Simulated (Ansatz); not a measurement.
A self-consistent single point of CaAl₈Cu₄ (I4/mmm, 13 atoms in the cell) with Ansatz (a quantum-chemistry and plane-wave program).

Method of the run: PBEsol, default PAW files made with PBE (plane waves; Ansatz).

The change in words: lattice scaled by 0.985; basis.ecutwfc: 420 eV → 250 eV. Reference geometry:
```
Ca(Al2Cu)4
1.0
   -4.38290     4.38290     2.54941
    4.38290    -4.38290     2.54941
    4.38290     4.38290    -2.54941
Ca Al Cu
1 8 4
Direct
  0.00000   0.00000   0.00000
  0.00000   0.34840   0.34840
  0.00000   0.65160   0.65160
  0.34840   0.00000   0.34840
  0.65160   0.00000   0.65160
  0.50000   0.27895   0.77895
  0.50000   0.72105   0.22105
  0.27895   0.50000   0.77895
  0.72105   0.50000   0.22105
  0.50000   0.50000   0.50000
  0.50000   0.00000   0.00000
  0.00000   0.00000   0.50000
  0.00000   0.50000   0.00000
```

Reference input (self-consistent single point, DFT, PBEsol, plane waves, default PAW files made with PBE): basis.ecutwfc = 420 eV; kpoints.mp_grid.grid = 5 5 5; hamiltonian.xc = pbesol; hamiltonian.pseudopotentials = {kind: paw} (the program's default PAW files); scf.occupations.method = cold; scf.occupations.width = 0.2 eV. This run's input differs from it in these lines:

Ansatz 0.2 input:
```diff
@@ -2,5 +2,5 @@
   lattice:
-    - [-4.382900, 4.382900, 2.549405]
-    - [4.382900, -4.382900, 2.549405]
-    - [4.382900, 4.382900, -2.549405]
+    - [-4.317156, 4.317156, 2.511164]
+    - [4.317156, -4.317156, 2.511164]
+    - [4.317156, 4.317156, -2.511164]
   atoms:
@@ -20,3 +20,3 @@
 basis:
-  ecutwfc: 420.0 eV
+  ecutwfc: 250.0 eV
 kpoints:
```

Log, with long lists cut:

```
SCF iter   1: F=—  HF=-32338.468260 eV  |F-HF|=—  |Δ(HF+E_count)|=         —  Δρ=3.43e-2  dr2=9.22e-1  ethr=1.77e-3  ⟨swp⟩=8.3  Hψ=5536  notcnv=0
all-band conjugate gradients solve this SCF's bands
preconditioner: auto → Kerker (q_TF=auto, 2.497 Å⁻¹)
SCF iter   2: F=—  HF=-32337.296517 eV  |F-HF|=—  |Δ(HF+E_count)|=    1.17e0  S|Δr|=    0.00e0  Δρ=2.36e-2  dr2=7.98e-1  ethr=8.38e-4  ⟨swp⟩=2.0  Hψ=2563  notcnv=0  defer=79
   [... lines left out ...]
SCF iter   5: F=—  HF=-32337.111408 eV  |F-HF|=—  |Δ(HF+E_count)|=   2.44e-3  S|Δr|=    0.00e0  Δρ=1.37e-4  dr2=6.61e-5  ethr=1.40e-6  ⟨swp⟩=2.0  Hψ=2377  notcnv=0  defer=76
SCF iter   6: F=—  HF=-32337.111416 eV  |F-HF|=—  |Δ(HF+E_count)|=   8.06e-6  S|Δr|=    0.00e0  Δρ=4.36e-5  dr2=4.85e-6  ethr=6.01e-8  ⟨swp⟩=2.2  Hψ=1736  notcnv=0  defer=76
SCF iter   7: F=-32337.111415 eV  HF=-32337.111415 eV  |F-HF|=6.21e-8  |Δ(HF+E_count)|=   1.19e-6  S|Δr|=    0.00e0  Δρ=5.60e-6  dr2=8.85e-8  ethr=9.09e-11  ⟨swp⟩=8.2  Hψ=5517  notcnv=0
SCF 1 converged in 7 iterations: F = -32337.111415 eV  dr2 = 8.85e-8
Stability not checked (fill_not_monotonic)
Free energy (F): -32337.111415 eV
Internal energy: -32337.105410 eV  (E = F + TS)
E sigma→0 (E₀):  -32337.109413 eV
Entropy (-TS):   -0.006005 eV (-0.462 meV/atom)
Fermi energy:    11.469139 eV
--- Forces (eV/Å), atoms counted from 1 ---
  atom   1  Ca     0.00000000     0.00000000     0.00000000
  atom   2  Al    -0.08774745     0.00000000    -0.00000000
  atom   3  Al     0.08774745     0.00000000     0.00000000
  atom   4  Al    -0.00000000    -0.08774745     0.00000000
   [... lines left out ...]
  atom  13  Cu     0.00000000    -0.00000000     0.00000000
--- Stress (GPa, compression-positive) ---
        6.655544      -0.000000      -0.000000
       -0.000000       6.655544       0.000000
       -0.000000       0.000000       4.188276
  P = ⅓ Tr σ = 5.8331 GPa (58.331 kbar)
  The stress holds the Pulay correction. Without it, at fixed plane waves, as pw.x and ABINIT print it: P = -53.9345 GPa
```

The run converged in 7 iterations. Against the reference run the free energy rises by 894 meV/atom, the pressure goes from -0.31 to 5.83 GPa and the largest force goes from 0.171 to 0.210 eV/Å.

The starting cell comes from a database of computed structures (which also holds hypothetical and non-ambient phases and stackings), without a prior relaxation at this level. For this run, on top of that: lattice scaled by 0.985. Spin polarisation is off. Ansatz's pressure includes its estimate of the finite-basis (Pulay) stress. Without the estimate this run gives -53.93 GPa. The cutoff lies below the one recommended for these files.
